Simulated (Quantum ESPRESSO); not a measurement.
A working Quantum ESPRESSO input for SrFe2P4O14 (P-1, 21 atoms in the cell) (DFT, LDA (PW92), plane waves, PseudoDojo standard norm-conserving (LDA) pseudopotentials):

```fortran
&CONTROL
 calculation = 'scf',
 prefix = 'run',
 outdir = './tmp/',
 pseudo_dir = './',
 tprnfor = .true.,
 tstress = .true.,
/
&SYSTEM
 ibrav = 0,
 nat = 21,
 ntyp = 4,
 ecutwfc = 90,
 occupations = 'smearing',
 smearing = 'gauss',
 degauss = 0.0036749,
 nspin = 2,
 starting_magnetization(2) = 0.250,
/
&ELECTRONS
 conv_thr = 1.0d-10,
 mixing_beta = 0.3,
/
ATOMIC_SPECIES
Sr    87.6200  Sr.upf
Fe    55.8450  Fe.upf
P     30.9738  P.upf
O     15.9990  O.upf
ATOMIC_POSITIONS {alat}
Sr    0.50000000    0.00000000    0.00000000
Fe    0.53433284   -0.00789285    0.81571499
Fe    0.21534136    0.70921692    0.00000000
P     0.47024152    1.08648439    0.48747128
P     1.02910688    0.31616375    1.14395871
P     0.71498078    0.53470552    0.40035292
P     0.78436761    0.86794262    1.23107707
O     1.26196786    1.15570212    0.70755119
O     0.23738054    0.24694602    0.92387880
O     0.72795556    1.27295342    0.47849842
O     0.77139283    0.12969473    1.15293157
O     0.34722906    1.07446225    0.19071417
O     1.15211934    0.32818589    1.44071582
O     0.57267106    0.77900445    0.57165307
O     0.92667734    0.62364369    1.05977692
O     1.01287964    0.61331450    0.33884801
O     0.48646876    0.78933364    1.29258198
O     0.69590404    0.26943536    0.56398535
O     0.80344436    1.13321278    1.06744464
O     0.54170330    0.49828113    0.13345097
O     0.95764509    0.90436701    1.49797902
K_POINTS {automatic}
3 2 2  0 0 0
CELL_PARAMETERS {angstrom}
   4.70533400     0.00000000     0.00000000
   2.02650600     6.67420500     0.00000000
   0.32309500    -0.07427700     7.67642300
```

The run converged in 20 iterations: free energy E − TS -14809.4023 eV; top of the valence band (on the code's own zero) 6.70 eV; gap on the k-point mesh 0.41 eV; pressure 8.43 GPa; largest force (vector length) 1.594 eV/Å; size of the cell's spin moment 10.00 μB. Each of these slips is then made, one at a time:

(1)
```diff
- nspin = 2,
- starting_magnetization(2) = 0.250,
```

(2)
```diff
- smearing = 'gauss',
+ smearing = gauss,
```

How does each altered input end?


(1) No spin polarisation for a cell with magnetic atoms. The run converged in 27 iterations without an error; against the sound input the free energy goes up by 88.0 meV/atom, the pressure goes from 8.43 to 0.01 GPa, the largest force goes from 1.594 to 2.769 eV/Å, no clean gap remains on the mesh (levels overlap or are partly filled), against 0.41 eV before and the net moment of 0.48 μB/atom is absent without spin.

(2) A string without quotes in a namelist. The program stopped before any SCF iteration.
```
Error in routine  read_namelists (1):
bad line in namelist &system: " degauss = 0.0036749," (error could be in the previous line)
```

The starting cell comes from a database of published, mostly measured structures (it also holds non-ambient and calculated ones), without a prior relaxation at this level. Its lattice was rescaled by a random factor within 2.5 % of one. The magnetic order is the one reached from the typed start; others were not searched systematically. In the base run, with a pressure of about 8 GPa the cell is away from its equilibrium volume at this level. In the base run, forces exceed 1 eV/Å.

Left out of this page: 4 runs of the series outside the window shown, repeating another row's setting, or not comparable.
